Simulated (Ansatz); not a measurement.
The parent structure is MgO in the rock salt structure (space group Fm-3m, No. 225).

```
MgO
1.0
    0.00000     2.10705     2.10705
    2.10705     0.00000     2.10705
    2.10705     2.10705     0.00000
Mg O
1 1
Direct
  0.00000   0.00000   0.00000
  0.50000   0.50000   0.50000
```

Cartesian axes are those of the cell as printed.

Level of theory: PBEsol (Ansatz, a quantum-chemistry and plane-wave program), no spin-orbit coupling.

For the base:

Gap character: direct at Γ

Perturbation: compressive biaxial strain of 2.00 % in the plane normal to [001], as in epitaxy on a mismatched substrate; the out-of-plane cell vector and the atoms relax.

How does this affect the gap character?

The gap character stays direct at Γ.

Estimate the effect on the energy relative to the base.

The energy goes up by 8.3 meV/atom.

Whether these cells are dynamically stable was not tested. k-point labels follow each cell's own Brillouin zone.
